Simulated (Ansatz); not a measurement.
**Os: response to strain**

The parent structure is Os in the hcp (Mg type) structure (space group P6_3/mmc, No. 194; a = 2.729 Å, c = 4.309 Å; relaxed with 0.1 eV smearing). Axes: x lies along a and z along c of the hexagonal cell.

Strains are applied to the cell and any free atomic positions relax.

Calculations: Kohn–Sham DFT with the PBEsol functional, run in Ansatz (a quantum-chemistry and plane-wave program) with PAW and 420 eV plane waves, scalar-relativistic without spin-orbit coupling.

Candidates:
(a) uniaxial strain ε_xx = +2.00 %
(b) uniaxial strain ε_xx = +2.50 %
(c) uniaxial strain ε_xx = −2.50 %

Notes on the quantities. energy relative to the base: free energy F.

Task: Order them by energy relative to the base, highest first.

Result: (c) uniaxial strain ε_xx = −2.50 % (+23 meV/atom), (b) uniaxial strain ε_xx = +2.50 % (+20 meV/atom), (a) uniaxial strain ε_xx = +2.00 % (+13 meV/atom)

Whether these cells are dynamically stable was not tested. The final runs are not spin-polarised.
